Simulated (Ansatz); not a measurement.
```xyz
1
Lattice="0.0000 2.0404 2.0404 2.0404 0.0000 2.0404 2.0404 2.0404 0.0000" Properties=species:S:1:pos:R:3 pbc="T T T"
Ag     0.0000     0.0000     0.0000
```

No spin polarisation.

The values are results of DFT with r2SCAN, PAW potentials and a 500 eV plane-wave cutoff in Ansatz (an electronic-structure program), no spin-orbit coupling, earlier PAW set, not measurements. k-mesh 28×28×28 (Γ-centred); smearing 0.1 eV (Fermi–Dirac).

Q: What is the computed band gap?

A: Zero.

Q: What pressure does the calculation give?

A: 1.9 GPa.

Q: What space group does the calculation give?

A: Fm-3m (No. 225).

The cells carry an imposed strain or load. Whether these cells are dynamically stable was not tested. The cell was made from Ag in the fcc (Cu type) structure (space group Fm-3m, No. 225) by this change: isotropic strain −0.58 %.
